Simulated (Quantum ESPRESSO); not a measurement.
# Equation of state of MoSi2-type MoSi2 (space group 139): energy against volume (Quantum ESPRESSO, LDA)

```xyz
3
Lattice="-1.5426 1.5426 3.7723 1.5426 -1.5426 3.7723 1.5426 1.5426 -3.7723" Properties=species:S:1:pos:R:3 pbc="T T T"
Si     0.0000     0.0000     5.0172
Si     0.0000     0.0000     2.5275
Mo     0.0000     0.0000     0.0000
```

Method of the run: LDA (PZ), GBRV 1.5 ultrasoft (LDA) pseudopotentials (plane waves; Quantum ESPRESSO 7.5). Settings: ecutwfc = 52 Ry; ecutrho = 416 Ry; occupations = smearing; smearing = fd; degauss = 0.0036749 Ry; potentials = {Si: si_lda_v1.uspp.F.UPF, Mo: mo_lda_v1.uspp.F.UPF}; K_POINTS = automatic 26 26 26 0 0 0; conv_thr = 1e-10 Ry; mixing_beta = 0.4. The cell above is the first row's. The rows scale it uniformly. In all rows fractional positions and the k mesh are held. E is the free energy at the stated smearing, counted from the lowest row.

```
V (Å^3/atom)  E (meV/atom)
------------  ------------
11.9686              76.15
12.2288              42.49
12.4890              19.28
12.7492               5.43
13.0094               0.00
13.2695               2.12
13.5297              11.06
13.7899              26.08
14.0501                  ?
```

Fit E against V with the third-order Birch-Murnaghan form, a cubic in V^(-2/3), and predict the withheld value at V = 14.0501.

With u = V^(-2/3) - 0.182, the rows have u = 0.009119, 0.006398, 0.003773, 0.001236, -0.001215, -0.003585, -0.005880, -0.008103. Least squares gives E = 1.719 + 2200.55·u + 647888·u² + 645312·u³. Residuals (row less fit): -0.001, 0.002, 0.001, 0.000, -0.001, -0.007, 0.011, -0.004; standard error 0.007 (degrees of freedom: 4). Its minimum lies at u = -0.001703, so V0 = (0.180297)^(-3/2) = 13.06. There d²E/du² = 1289000 and d³E/du³ = 3872000, so B0 = (4/9) × 13.06^(-7/3) × 1289000 × 0.160218 = 228 GPa (the last factor turns the table's units into GPa), and B0' = 4 + (2/3) × 0.180297 × (3872000)/1289000 = 4.4. The program's pressures in the fitted runs (not shown) pass through zero at V = 13.06, 0.05 % from this V0. At the withheld row, u = -0.010256, so E = 1.719 + 2200.55 × (-0.010256) + 647888 × (-0.010256)² + 645312 × (-0.010256)³ = 46.602 meV/atom. The calculation gives 46.58 meV/atom, 0.022 meV/atom below the prediction (under 0.05 % of the range of E in the table). The row lies outside the fitted rows, so this is an extrapolation. From the scatter of the fitted rows alone, a prediction at this place has a standard error of 0.017 meV/atom, so the miss is 1.3 times that.

Carrying the step between the two nearest rows on in a straight line would have given 41.10, off by 5.48; series whose last step already gives the withheld value aren't shown. The scan was laid around a cell of about the measured size, scaled by a guess for this functional; axis ratios and inner coordinates come from that cell. The runs keep the symmetry of the cell, so they don't test it for distortions. Spin polarisation is off. The shape of the cell and the inner coordinates aren't relaxed, so V0 and B0 belong to this uniform scaling; a relaxed crystal lies no higher in energy and is usually softer (forces reach 0.20 eV/Å in these rows). Cutoffs and mesh are single choices, not tested for convergence of this quantity. Series with a scatter that would blur these digits, or in which a gap closes, are not shown. Nor are scans whose minimum lies at an end fitted in this form.
